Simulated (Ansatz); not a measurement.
Reference: HfO2 (P2_1/c), PBEsol, rigid bands (plane waves, PAW, scalar-relativistic; Ansatz, a first-principles code); axes and stresses refer to this cell.

```yaml
crystal:
  lattice:
    - [5.09568, 0.00000, -0.00193]
    - [0.00000, 5.17701, 0.00000]
    - [-0.87840, 0.00000, 5.19703]
  atoms:
    - { symbol: Hf, position: [0.27715, 0.45704, 0.70818] }
    - { symbol: Hf, position: [0.72285, 0.54296, 0.29182] }
    - { symbol: Hf, position: [0.72285, 0.95704, 0.79182] }
    - { symbol: Hf, position: [0.27715, 0.04296, 0.20818] }
    - { symbol: O, position: [0.44713, 0.74182, 0.97999] }
    - { symbol: O, position: [0.55287, 0.25818, 0.02001] }
    - { symbol: O, position: [0.55287, 0.24182, 0.52001] }
    - { symbol: O, position: [0.44713, 0.75818, 0.47999] }
    - { symbol: O, position: [0.07122, 0.33730, 0.34091] }
    - { symbol: O, position: [0.92878, 0.66270, 0.65909] }
    - { symbol: O, position: [0.92878, 0.83730, 0.15909] }
    - { symbol: O, position: [0.07122, 0.16270, 0.84091] }
```

The Seebeck coefficient, p-type 1e19 cm⁻³ is 469 μV/K. The electron mass along z is 2.8 mₑ and the hole mass along z is 2.3 mₑ.

Q: Change: hydrostatic pressure -2 GPa. What happens to Seebeck coefficient, p-type 1e19 cm⁻³, electron mass along z, hole mass along z?

A: Seebeck coefficient, p-type 1e19 cm⁻³ moves little, to 462 μV/K; electron mass along z goes up to 3.0 mₑ; hole mass along z decreases to 2.1 mₑ.

Masses are for dilute carriers at 300 K, harmonic means over directions unless an axis is named. Seebeck coefficients are for the stated density at 300 K, with one relaxation time for all states and whether or not that doping can be reached. Spin-orbit coupling is left out unless a row names it. Stresses and pressures are the targets of the relaxation.  The structure type is held under load, also where the real crystal would transform.
